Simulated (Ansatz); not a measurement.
Here is the system:

```
GaAs
1.0
    0.00000     2.66475     2.66475
    2.69166     0.00000     2.66475
    2.69166     2.66475     0.00000
As Ga
1 1
Direct
  0.00000   0.00000   0.00000
  0.50000   0.50000   0.50000
```

No spin polarisation.

Calculations: plane-wave PAW DFT at the r2SCAN level (Ansatz, a program for electronic structure, 500 eV), scalar-relativistic without spin-orbit coupling. Settings: 15×15×15 k-points, 0.05 eV Fermi–Dirac smearing.

Question: Predict the band gap, pressure and space group.

Answer: The band gap is zero and the pressure (mean of the normal stresses, compression positive) is -0.8 GPa. The space group comes out as I4/mmm (No. 139).

The cells carry an imposed strain or load. No phonon test of stability was made. The final runs are not spin-polarised. The cell was made from GaAs in the rock salt structure (space group Fm-3m, No. 225; a hypothetical phase, not in the database extracts checked) by this change: uniaxial strain ε_xx = +1.01 %.
